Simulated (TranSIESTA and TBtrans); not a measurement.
Run with TranSIESTA and TBtrans (open boundaries, self-consistent; PseudoDojo norm-conserving potentials, scalar-relativistic): PAO.BasisSize DZP, PAO.EnergyShift 0.15 eV, XC.Authors PBE, Mesh.Cutoff 200 Ry, ElectronicTemperature 300 K, TS.Voltage 0.0 eV, TBT.Elecs.Eta 0.001 eV, no spin polarisation.

System: Sn chain with one Mg atom in place of Sn. Leads: straight Sn chain, spacing 2.75 Å. Geometry: 3 atoms about the centre moved by SIESTA (PBE, DZP) to a largest force of 0.03 eV/Å, all others as built, motion along the axis alone.

Task: Give the largest eigenchannel transmissions at the Fermi level (four at most) and the total.

Result: 0.94, 0.15, 0.15; total 1.24. The straight chain is held at its spacing; free chains may zigzag or dimerise. No spin-polarised start was tried, so a magnetic state, if there is one, is missed.
